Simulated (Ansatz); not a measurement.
The starting structures come from a database of crystals and need not be the phases stable at ambient conditions.

By PBEsol, the system below comes out a metal.

A figure of merit of an interconnect metal is its ballistic conductance per area.

Data:

```yaml
crystal:
  lattice:
    - [3.12257, 0.00000, 0.00000]
    - [0.00000, 13.93807, 0.00000]
    - [1.56128, 0.00000, 2.70422]
  atoms:
    - { symbol: Al, position: [0.33333, 0.25000, 0.33333] }
    - { symbol: Al, position: [0.66667, 0.75000, 0.66667] }
    - { symbol: Nb, position: [0.33333, 0.91025, 0.33333] }
    - { symbol: Nb, position: [0.66667, 0.08975, 0.66667] }
    - { symbol: Nb, position: [0.66667, 0.41025, 0.66667] }
    - { symbol: Nb, position: [0.33333, 0.58975, 0.33333] }
    - { symbol: C, position: [0.00000, 0.00000, 0.00000] }
    - { symbol: C, position: [0.00000, 0.50000, 0.00000] }
```

Space group of this cell: P6_3/mmc. The cell is taken as given; by PBEsol its mean pressure is -6.1 GPa.

The current flows along the normal of the first two printed cell vectors, the (100) plane of the conventional cell. No spin-orbit coupling; the value is a mean over 0.1 eV about the Fermi level.

Task: State the ballistic conductance per area according to PBEsol in Ansatz (a quantum-chemistry and plane-wave program).

Result: 0.66 × 10¹⁵ S/m² for both spins.
